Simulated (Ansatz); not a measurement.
The parent structure is PbTe in the rock salt structure (space group Fm-3m, No. 225; a = 6.442 Å).

Modification: hydrostatic tension (pressure −1 GPa).

Levels (all Ansatz, a quantum-chemistry and plane-wave program, PAW): PBEsol (420 eV, no spin-orbit coupling); r2SCAN (500 eV, no SOC); HSE06 (420 eV, scalar-relativistic without spin-orbit coupling).

At the geometry relaxed with PBEsol, these levels gave the following band gaps, in shuffled order: (a) 0.70 eV, (b) 1.05 eV, (c) 1.15 eV.

Task: Match each gap to its level.

Result: (a) PBEsol; (b) r2SCAN; (c) HSE06.

Single points use the geometry relaxed with PBEsol. HSE06 gaps are upper bounds (no full band path). With Pb and Te present, leaving out spin-orbit coupling can change the band edges. Load acts through the strain it causes; cell and atoms are relaxed under it. Stability against distortions was not tested.
